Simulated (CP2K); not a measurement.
A self-consistent single point of PdIn (Pm-3m, 2 atoms in the cell) with CP2K.

Method: CP2K with PBE, GPW, DZVP-MOLOPT-SR-GTH basis, GTH-PBE potentials (GTH_POTENTIALS).

```
PdIn
1.0
    3.19410     0.00000     0.00000
    0.00000     3.19410     0.00000
    0.00000     0.00000     3.19410
In Pd
1 1
Direct
  0.50000   0.50000   0.50000
  0.00000   0.00000   0.00000
```

Reference input (self-consistent single point, DFT PBE, GPW, DZVP-MOLOPT-SR-GTH basis, GTH-PBE potentials (GTH_POTENTIALS)): CUTOFF = 500 Ry; REL_CUTOFF = 60 Ry; SMEAR/METHOD = GAUSSIAN; SIGMA = 0.05 eV; KPOINTS/SCHEME = MONKHORST-PACK 8 8 8; GAMMA_CENTERED = T; XC_FUNCTIONAL = PBE; In/BASIS_SET = DZVP-MOLOPT-SR-GTH-q13; In/POTENTIAL = GTH-PBE-q13; Pd/BASIS_SET = DZVP-MOLOPT-SR-GTH-q18; Pd/POTENTIAL = GTH-PBE-q18; METHOD = GPW. This run's input differs from it in these lines:

```diff
@@ -36,3 +36,3 @@
         METHOD GAUSSIAN
-        SIGMA [eV] 0.05
+        SIGMA [eV] 0.8
       &END SMEAR
```

The program printed (abridged):

```
 SCF WAVEFUNCTION OPTIMIZATION

  Step     Update method      Time    Convergence         Total energy    Change
     1 NoMix/Diag. 0.30E+00      -     1.19205836      -184.0602752012 -1.84E+02
     2 Broy./Diag. 0.30E+00      -     0.19723772      -186.5564742276 -2.50E+00
     3 Broy./Diag. 0.30E+00      -     0.04480559      -184.2877969764  2.27E+00
     4 Broy./Diag. 0.30E+00      -     0.01478784      -183.6550357569  6.33E-01
     5 Broy./Diag. 0.30E+00      -     0.00571556      -183.5121428294  1.43E-01
     6 Broy./Diag. 0.30E+00      -     0.00134605      -183.6064319235 -9.43E-02
   [... 2 lines left out ...]
     9 Broy./Diag. 0.30E+00      -     0.00008050      -183.6034073205 -1.52E-03
    10 Broy./Diag. 0.30E+00      -     0.00000584      -183.6037924994 -3.85E-04
    11 Broy./Diag. 0.30E+00      -     0.00000135      -183.6037921305  3.69E-07
    12 Broy./Diag. 0.30E+00      -     0.00000029      -183.6037814905  1.06E-05
  *** SCF run converged in    12 steps ***

  Overlap energy of the core charge distribution:               0.00000000000227
  Self energy of the core charge distribution:               -312.87466988229352
  Core Hamiltonian energy:                                     81.25479488489498
  Hartree energy:                                              68.23369295965196
  Exchange-correlation energy:                                -20.21039551088678
  Smearing free energy correction:                             -0.00720394023323
  Fermi energy:                                                 0.50088784031925

  Total energy:                                              -183.60378149050217
  Total energy (extrapolated to sigma->0):                   -183.60017952038555

                     Mulliken Population Analysis

   [... lines left out ...]

 STRESS| Analytical stress tensor [bar]
 STRESS|                        x                   y                   z
 STRESS|      x        1.78078134957E+05   1.51987548102E-03   1.51988384559E-03
 STRESS|      y        1.51987548102E-03   1.78077921297E+05   1.51987466652E-03
 STRESS|      z        1.51988384559E-03   1.51987466652E-03   1.78079441186E+05
 STRESS| 1/3 Trace                                             1.78078499147E+05
```

The run converged in 12 iterations. Against the reference run the free energy falls by 52.0 meV/atom and the pressure goes from 17.15 to 17.81 GPa.

The starting cell has typed, rounded lattice constants, without a prior relaxation at this level. Its lattice was rescaled by a random factor within 2.5 % of one. Spin polarisation is off. Values carry the incompleteness of an atom-centred basis. With a pressure of about 18 GPa the cell is away from its equilibrium volume at this level.

Cost on one core of a shared machine: roughly 80 s.
